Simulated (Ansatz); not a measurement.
Seebeck coefficient (μV/K, mean over directions) of n-type Si (Fd-3m) against carrier density, HSE06, rigid bands (Ansatz, an electronic-structure program). Computed gap 1.13 eV; densities at which minority carriers matter at this gap, or further valleys turn the trend, are left out. Conductivity mass 0.27 mₑ (harmonic mean over directions), N_c = 2.8e19 cm⁻³ at 300 K.

```csv
electron density,300 K,500 K,800 K
1e18 cm⁻³,-500,-572,-646
3e18 cm⁻³,-406,(withheld),-551
1e19 cm⁻³,-304,-375,-448
3e19 cm⁻³,(withheld),-284,-355
1e20 cm⁻³,-130,-191,-258
3e20 cm⁻³,-75,(withheld),-178
1e21 cm⁻³,-45,-72,-109
```

Question: Complete the blanks.

Answer: 
- 3e18 cm⁻³, 500 K: -478
- 3e19 cm⁻³, 300 K: -215
- 3e20 cm⁻³, 500 K: -122

Rigid bands with a gap fixed in temperature, one relaxation time for all states, no polarons or phonon drag, and whether or not such doping can be reached. Spin-orbit coupling is left out. Geometry: cell and atoms relaxed with PBEsol.
